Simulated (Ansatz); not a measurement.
The starting structures come from a database of crystals and need not be the phases stable at ambient conditions.

## Evanescent states of LaOF (P4/nmm, not sure to be the ambient phase, 6 atoms a cell, 16.0 Å³ an atom) along the normal of (110)

All values below come from r2SCAN (plane waves, PAW; Ansatz, a first-principles code).

No gap correction and no spin-orbit coupling; mid-gap values are interpolated between computed energies.

Energies count from the valence-band top; κ is the least over a 6×6 mesh across the current.

```tsv
E (eV)	κ (1/Å)	where
0.12	0.203	off Γ
0.36	0.321	Γ
0.60	0.354	Γ
0.84	0.380	Γ
1.08	0.399	Γ
1.32	0.414	Γ
1.56	0.425	Γ
1.80	0.433	Γ
2.04	0.438	Γ
2.28	0.441	Γ
2.52	0.441	Γ
2.76	0.439	Γ
3.00	0.434	Γ
3.24	0.427	Γ
3.48	0.417	Γ
3.72	0.403	Γ
3.96	0.387	Γ
4.20	0.365	Γ
4.44	0.339	Γ
4.68	0.306	Γ
4.92	0.238	off Γ
```

Question: How thick must the barrier be to attenuate the transmission by 10^6 when the electrodes' Fermi level lies at 1.80 eV, and what attenuation does that film give at 3.00 eV?

Answer: d = 6 ln 10 / (2 × 0.433) = 16.0 Å. At 3.00 eV it gives 6 × 0.434/0.433 = 6.0 decades.
